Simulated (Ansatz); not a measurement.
Several settings converged on BaTiO₃ (R3m, 5 atoms in the cell)

```
BaTiO3
1.0
    2.83401     1.63622     2.32388
   -2.83401     1.63622     2.32388
    0.00000    -3.27244     2.32388
Ba Ti O
1 1 3
Cartesian
  0.00000   0.00000   0.05098
  0.00000   0.00000   3.57876
 -1.39085   0.80301   4.54928
  0.00000  -1.60601   4.54928
  1.39085   0.80301   4.54928
```

Base method: LDA (PW92), default PAW files made with PBE (plane waves; Ansatz, a first-principles code).

Base settings: basis.ecutwfc = 420 eV; kpoints.mp_grid.grid = 6 6 6; hamiltonian.xc = lda; hamiltonian.pseudopotentials = {kind: paw} (the program's default PAW files); scf.occupations.method = fermi_dirac; scf.occupations.width = 0.01 eV.

The count of work is k-points × plane waves × bands × iterations; it is no time. Core times come from one kind of shared machine, to one figure; runs under 30 s give none.

**The cutoff for other potential files**

Level: DFT, LDA (PW92), plane waves, harder PAW files (source: ansatz) made with PBE.

In this ladder: hamiltonian.pseudopotentials = {kind: paw, source: ansatz}.

The second cell is the first with its lattice scaled by 0.98.

The mesh stays at the base's, so the ladder's end is converged at best in this setting alone.

The first pressure column holds Ansatz's estimate of the finite-basis (Pulay) stress, which hides part of the cutoff error; the other is without it.

Only quantities that move along the ladder and can be compared are tabulated.

```tsv
basis.ecutwfc	free energy less the last step's (meV/atom)	energy of the compressed cell less the first (meV/atom)	pressure (GPa)	pressure without the Pulay estimate (GPa)	largest difference of a force vector from the last step's (eV/Å)	count of work / last
420 eV	1313.51	-7.47	-6.62	-68.76	0.786	0.12
510 eV	369.02	-7.12	-6.52	-29.35	0.144	0.15
650 eV	41.80	-7.84	-6.82	-10.58	0.001	0.21
790 eV	3.16	-7.58	-6.77	-7.16	0.001	0.31
930 eV	0.65	-7.58	-6.77	-6.78	0.000	0.35
1115 eV	0.49	-7.58	-6.77	-6.78	0.000	0.46
1395 eV	0.23	-7.58	-6.77	-6.78	0.000	0.73
1860 eV	0.00	-7.58	-6.77	-6.77	0.000	1.0
```

Coarsest basis.ecutwfc that holds the free energy within 5 meV/atom of the last step, with all finer ones: 790 eV, at 0.31 of the last step's count of work; the step before is off by 42 meV/atom.

Coarsest basis.ecutwfc that holds the energy of the compressed cell less the first within 0.2 meV/atom of the last step, with all finer ones: 790 eV, at 0.31 of the last step's count of work; the step before is off by 0.26 meV/atom.

Coarsest basis.ecutwfc that holds the pressure within 0.1 GPa of the last step, with all finer ones: 650 eV, at 0.21 of the last step's count of work; the step before is off by 0.25 GPa.

The energy difference between the two cells stays within 1 meV/atom of the last step's from 420 eV on, the total only from 930 eV on: much of the error is common to both cells and cancels.

At the lowest cutoff the pressure without the Pulay estimate lies 62.0 GPa under the last step's, the usual sign of Pulay stress in an incomplete plane-wave basis.

**The density cutoff**

The second cell is the first with its lattice scaled by 0.98.

The mesh stays at the base's, so the ladder's end is converged at best in this setting alone.

Only quantities that move along the ladder and can be compared are tabulated.

```csv
basis.ecutrho_ratio,free energy less the last step's (meV/atom),energy of the compressed cell less the first (meV/atom),pressure (GPa),largest difference of a force vector from the last step's (eV/Å)
2,-2.40,-7.80,-6.45,0.008
3,0.10,-8.19,-6.90,0.000
4,0.00,-8.22,-6.89,0.000
5,0.00,-8.22,-6.89,0.000
6,0.00,-8.22,-6.89,0.000
8,0.00,-8.22,-6.89,0.000
10,0.00,-8.22,-6.89,0.000
12,0.00,-8.22,-6.89,0.000
16,0.00,-8.22,-6.89,0.000
```

Coarsest basis.ecutrho_ratio that holds the energy of the compressed cell less the first within 0.2 meV/atom of the last step, with all finer ones: 3; the step before is off by 0.42 meV/atom.

Coarsest basis.ecutrho_ratio that holds the pressure within 0.05 GPa of the last step, with all finer ones: 3; the step before is off by 0.43 GPa.

Coarsest basis.ecutrho_ratio that holds the free energy within 2 meV/atom of the last step, with all finer ones: 3; the step before is off by 2.4 meV/atom.

The energy difference between the two cells stays within 1 meV/atom of the last step's from 2 on, the total only from 3 on: much of the error is common to both cells and cancels.

**The relaxed cell against the cutoff**

On BaTiO3 (R3m, 5 atoms in the cell): atoms on their sites.

In this ladder: relax = cell and atoms.

The mesh stays at the base's, so the ladder's end is converged at best in this setting alone.

Only quantities that move along the ladder and can be compared are tabulated.

```tsv
basis.ecutwfc	relaxed volume (Å³/atom)	relaxation steps	core time / last (rough)
210 eV	12.405	19	0.4
250 eV	11.961	39	1
295 eV	12.310	19	0.6
355 eV	12.293	12	0.7
420 eV	12.280	11	0.5
505 eV	12.283	8	0.6
630 eV	12.282	8	0.8
840 eV	12.282	8	1
```

Coarsest basis.ecutwfc that holds the relaxed volume within 0.012 Å³/atom of the last step, with all finer ones: 355 eV; the step before is off by 0.028 Å³/atom.

At the lowest cutoff the cell relaxes to a volume 1.0 % larger than at the highest. Ansatz relaxes on a stress corrected for the finite basis.

On the base run: the starting cell comes from a database of computed structures (which also holds hypothetical and non-ambient phases and stackings), without a prior relaxation at this level. Its lattice was rescaled by up to half a per cent. One atom was moved a little off its site on purpose.

Keys are those of Ansatz 0.2.
